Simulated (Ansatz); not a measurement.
ZnS (R3m, No. 160, 36 atoms in the cell; start mp-1201781; a measured phase of this formula has another space group), treated with r²SCAN+rVV10 (PAW; Ansatz, a quantum-chemistry and plane-wave program).

Numerical settings: plane-wave cutoff 560 eV, 8×8×8 k mesh, Fermi–Dirac smearing 0.01 eV, scalar-relativistic PAW data made under PBE.

Cell (relaxed at this level):

```cif
data_S18Zn18
_chemical_formula_sum 'Zn18 S18'
_space_group_name_H-M_alt 'P 1'
_space_group_IT_number 1
_cell_length_a 55.85895
_cell_length_b 55.85895
_cell_length_c 55.85895
_cell_angle_alpha 3.894
_cell_angle_beta 3.894
_cell_angle_gamma 3.894
loop_
_space_group_symop_operation_xyz
  'x, y, z'
loop_
_atom_site_label
_atom_site_type_symbol
_atom_site_fract_x
_atom_site_fract_y
_atom_site_fract_z
_atom_site_occupancy
Zn1 Zn 0.99998 0.99998 0.99998 1
Zn2 Zn 0.94444 0.94444 0.94444 1
Zn3 Zn 0.88891 0.88891 0.88891 1
Zn4 Zn 0.83334 0.83334 0.83334 1
Zn5 Zn 0.77778 0.77778 0.77778 1
Zn6 Zn 0.72224 0.72224 0.72224 1
Zn7 Zn 0.64814 0.64814 0.64814 1
Zn8 Zn 0.59260 0.59260 0.59260 1
Zn9 Zn 0.53706 0.53706 0.53706 1
Zn10 Zn 0.46296 0.46296 0.46296 1
Zn11 Zn 0.40742 0.40742 0.40742 1
Zn12 Zn 0.35186 0.35186 0.35186 1
Zn13 Zn 0.29629 0.29629 0.29629 1
Zn14 Zn 0.24075 0.24075 0.24075 1
Zn15 Zn 0.18522 0.18522 0.18522 1
Zn16 Zn 0.14813 0.14813 0.14813 1
Zn17 Zn 0.09260 0.09260 0.09260 1
Zn18 Zn 0.03706 0.03706 0.03706 1
S1 S 0.98610 0.98610 0.98610 1
S2 S 0.93056 0.93056 0.93056 1
S3 S 0.87503 0.87503 0.87503 1
S4 S 0.81944 0.81944 0.81944 1
S5 S 0.76389 0.76389 0.76389 1
S6 S 0.70836 0.70836 0.70836 1
S7 S 0.63425 0.63425 0.63425 1
S8 S 0.57872 0.57872 0.57872 1
S9 S 0.52318 0.52318 0.52318 1
S10 S 0.44907 0.44907 0.44907 1
S11 S 0.39354 0.39354 0.39354 1
S12 S 0.33795 0.33795 0.33795 1
S13 S 0.28241 0.28241 0.28241 1
S14 S 0.22687 0.22687 0.22687 1
S15 S 0.17134 0.17134 0.17134 1
S16 S 0.13425 0.13425 0.13425 1
S17 S 0.07872 0.07872 0.07872 1
S18 S 0.02318 0.02318 0.02318 1
```

Question: What does this level give for the band gap?

Answer: 
band gap: 2.71 eV (on the SCF k mesh)

Note: the relaxation could not lower the start's symmetry, so the cell can be a saddle point above a distorted one.

Computed values are for the static lattice.

A start named mp-… is a Materials Project structure, which need not be a measured phase.
